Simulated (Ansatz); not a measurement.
The parent structure is YN in the rock salt structure (space group Fm-3m, No. 225; a = 4.820 Å). Axes: x, y, z lie along the cube axes.

Method: LDA (Ansatz, a quantum-chemistry and plane-wave program; PAW; 420 eV plane waves; scalar-relativistic without spin-orbit coupling).

Strains are applied to the cell and any free atomic positions relax; under biaxial strain the out-of-plane vector relaxes too.

One change was made to it. Results:

| quantity | base | after |
|---|---|---|
| pressure (mean of the normal stresses, compression positive) | 0.0 GPa | -3.8 GPa |
| shortest interatomic distance | 2.410 Å | 2.394 Å |
| energy relative to the base (free energy F) | 0 meV/atom | +7.8 meV/atom |

### Question
Name the change that was made.
(A) biaxial strain −2.50 %, plane normal [001], relaxed out of plane
(B) biaxial strain −1.50 %, plane normal [001], relaxed out of plane
(C) biaxial strain −1.00 %, plane normal [001], relaxed out of plane
(D) biaxial strain +1.50 %, plane normal [001], relaxed out of plane
(E) biaxial strain +1.00 %, plane normal [001], relaxed out of plane

### Answer
D, biaxial strain +1.50 %, plane normal [001], relaxed out of plane. For comparison, the pressure in the other runs: biaxial strain −1.50 %, plane normal [001], relaxed out of plane gives 4.6 GPa; biaxial strain −2.50 %, plane normal [001], relaxed out of plane gives 8.3 GPa; biaxial strain +1.00 %, plane normal [001], relaxed out of plane gives -2.6 GPa; biaxial strain −1.00 %, plane normal [001], relaxed out of plane gives 3.0 GPa.

The mesh was chosen for an insulator and is coarse for the gapless case. No phonon test of stability was made. All final runs are without spin polarisation.
